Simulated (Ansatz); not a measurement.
# Response to strain and stress in Rh

Consider Rh in the fcc (Cu type) structure (space group Fm-3m, No. 225; a = 3.802 Å; relaxed with 0.1 eV smearing). Axes: x, y, z lie along the cube axes.

Strains are applied to the cell and any free atomic positions relax; under biaxial strain the out-of-plane vector relaxes too; under stress the whole cell relaxes.

All numbers come from r2SCAN (Ansatz, a first-principles code; PAW; 500 eV plane waves; spin-orbit coupling left out), earlier PAW set.

Candidates:
(a) uniaxial stress, 2 GPa compression along z
(b) isotropic strain −3.78 %
(c) biaxial strain −4.16 %, plane normal [111], relaxed out of plane

Notes on the quantities. energy relative to the base: free energy F.

Question: Order them by energy relative to the base, lowest first.

Answer: (a) uniaxial stress, 2 GPa compression along z (+0.5 meV/atom), (c) biaxial strain −4.16 %, plane normal [111], relaxed out of plane (+106 meV/atom), (b) isotropic strain −3.78 % (+181 meV/atom)

Beyond what the load breaks, stability against distortions was not tested. The final runs are not spin-polarised.
